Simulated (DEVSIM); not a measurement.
Structure: InP/In0.53Ga0.47As n-p heterojunction, at 300 K.

Layer 1 from the left is InP, thickness (μm) 1.90, Nd (cm⁻³) 6.4e16, τn (s) 2.3e-9, τp (s) 2.3e-9. Layer 2 from the left is In0.53Ga0.47As, thickness (μm) 1.00, Na (cm⁻³) 3.3e17, τn (s) 2.3e-9, τp (s) 2.3e-9.

Left contact: ohmic. Right contact: ohmic. Voltage is applied to the left contact. Recombination: SRH at mid-gap, radiative. Mobility is μmin + (μ − μmin)/(1 + (N/Nref)^α).

This is a model device: material constants are rounded textbook-type values typed into the input, and sizes, dopings and lifetimes were drawn at random. Values at 300 K.

InP: gap (eV) 1.344, affinity (eV) 4.38, permittivity 12.5, Nc (cm⁻³) 5.7e17, Nv (cm⁻³) 1.1e19, μn (cm²/Vs) 5200, μp (cm²/Vs) 170, μn,min 400, μp,min 10, Nref,n 3e17, Nref,p 4.9e17, αn 0.47, αp 0.62, B (cm³/s) 1.2e-10. In0.53Ga0.47As: gap (eV) 0.74, affinity (eV) 4.51, permittivity 13.9, Nc (cm⁻³) 2.1e17, Nv (cm⁻³) 7.7e18, μn (cm²/Vs) 12000, μp (cm²/Vs) 300, μn,min 300, μp,min 10, Nref,n 1.3e17, Nref,p 4.9e17, αn 0.48, αp 0.4, B (cm³/s) 9.6e-11.

DEVSIM, 1D drift-diffusion, Boltzmann statistics, complete ionisation; no tunnelling, impact ionisation, image-force lowering or self-heating. Band offsets follow the typed affinities; no thermionic-emission limit at abrupt steps, no polarisation charge.

Q: What does the simulation give for the potential step across the device at zero bias, the dark forward voltage at 100 A/cm², the largest field in the device at zero bias, the dark forward voltage at 1 A/cm²?

A: potential step across the device at zero bias 0.732 V; dark forward voltage at 100 A/cm² 0.504 V; largest field in the device at zero bias 100000 V/cm; dark forward voltage at 1 A/cm² 0.383 V.
